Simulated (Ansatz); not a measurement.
Cells marked so need not be the phases stable at ambient conditions, and some may be hypothetical.

By PBEsol, each system below comes out a metal.

Ballistic conductance counts the channels of both spins, as a mean over 0.1 eV about the Fermi level; spin-orbit coupling is left out.

A. LuHg (Pm-3m, CsCl type, not sure to be the ambient phase, 2 atoms a cell, 23.5 Å³ an atom), current normal to (001)
B. Mg (Im-3m, bcc (W type), not sure to be the ambient phase, 1 atom a cell, 22.3 Å³ an atom), current normal to (001)
C. Ta2N (P-3m1, anti-CdI2 type, not sure to be the ambient phase, 3 atoms a cell, 13.6 Å³ an atom, -9 GPa at this level), current normal to (110)

Problem. Order them by ballistic conductance per area (lowest first) at the level PBEsol (Ansatz, a first-principles code).

Solution. A (0.54 × 10¹⁵ S/m²), C (0.69 × 10¹⁵ S/m²), B (0.91 × 10¹⁵ S/m²)
